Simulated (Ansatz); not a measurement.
Band structure of ScAu4 (I4/m, 5 atoms in the cell).

```
CELL_PARAMETERS angstrom
     -3.30473     3.30473     2.03300
      3.30473    -3.30473     2.03300
      3.30473     3.30473    -2.03300
ATOMIC_POSITIONS crystal
  Sc 0.00000 0.00000 0.00000
  Au 0.79718 0.60235 0.39953
  Au 0.20282 0.39765 0.60047
  Au 0.60235 0.20282 0.80517
  Au 0.39765 0.79718 0.19483
```

Computed with PBEsol, PAW files made with PBE (plane waves; Ansatz, a first-principles code).

Settings: kpoints.mp_grid.grid = 6 6 6; hamiltonian.xc = pbesol; hamiltonian.pseudopotentials = {kind: paw} (the program's default PAW files); scf.occupations.method = fermi_dirac; scf.occupations.width = 0.0073 Ry; kpoints.band_path.npoints = 8.

The starting cell comes from a database of computed structures (which also holds hypothetical and non-ambient phases and stackings), without a prior relaxation at this level. Spin-orbit coupling is off.

Levels in eV from the Fermi level, bands 41 to 48:
```csv
point,41,42,43,44,45,46,47,48
Γ,-2.29,-1.96,0.54,1.54,1.54,1.61,1.93,1.93
X,-2.53,-2.39,0.76,1.01,1.29,1.34,2.20,2.52
M,-2.45,-2.08,-1.97,-1.97,1.48,2.28,2.37,2.37
Z,-2.35,-1.86,-1.68,-1.68,-0.16,1.92,2.28,2.28
P,-2.12,-2.12,-1.94,-1.45,1.72,1.87,1.87,2.18
N,-2.61,-1.88,-1.03,-0.78,1.21,1.34,1.57,2.00
Z1,-2.35,-1.86,-1.68,-1.68,-0.16,1.92,2.28,2.28
```

Bands cross the Fermi level along this path, so the cell is metallic at this level.

Keys are those of Ansatz 0.2.
